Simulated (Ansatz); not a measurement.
## A computed series for MgS: response to strain

Start from MgS in the rock salt structure (space group Fm-3m, No. 225; a = 5.129 Å). Axes: x, y, z lie along the cube axes.

Strains are applied to the cell and any free atomic positions relax; under biaxial strain the out-of-plane vector relaxes too.

Level of theory: Ansatz (a program for electronic structure) LDA, no SOC.

Notes on the quantities. energy relative to the base: free energy F.

| biaxial strain, plane normal [111], relaxed out of plane (%) | energy relative to the base (meV/atom) |
|---|---|
| -2.5 | 12.4 |
| -2.08 | ? |
| -1.67 | 5.4 |
| -1.25 | 3.0 |
| -0.83 | 1.3 |
| -0.42 | 0.3 |
| 0 | 0.0 |

**Question.** Fit ΔE = Aε² + Bε³ (ε in %) to the rows shown and predict the withheld row.

**Answer.** Least squares on the printed values gives A = 1.84 and B = -0.056 meV/atom (largest residual 0.0 meV/atom); this predicts 8.5 meV/atom, and the run gives 8.5 meV/atom, in agreement.

No phonon test of stability was made.
